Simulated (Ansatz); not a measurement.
## MgO (model structure, started from the BeO type, P4₂/mnm, No. 136, 8 atoms in the cell): smallest direct gap on the k points sampled by level of theory

No measured value is used here.

```tsv
level (code)	value (eV)	cell (Å³/atom)
LDA (Ansatz)	3.56	11.97
PBEsol (Ansatz)	?	12.43
r²SCAN (Ansatz)	4.13	12.43
r²SCAN+rVV10 (Ansatz)	4.13	12.27
HSE06 (Ansatz)	5.09	12.43
```

### Question
Complete the blanks.

### Answer

- PBEsol (Ansatz, a first-principles code), value (eV): 3.37

Computed values are for a static lattice.  Values are at the level's own relaxed cell; r²SCAN at the PBEsol cell; HSE06 at the PBEsol cell. Cutoffs and k meshes differ between the levels. Ansatz's density-functional and Hartree–Fock values are scalar-relativistic unless marked +SOC, with PAW data made under PBE.

A model structure was made by putting elements into a prototype or built by hand; it is no filed structure, need not be a known phase, and can be a saddle point held by its symmetry.
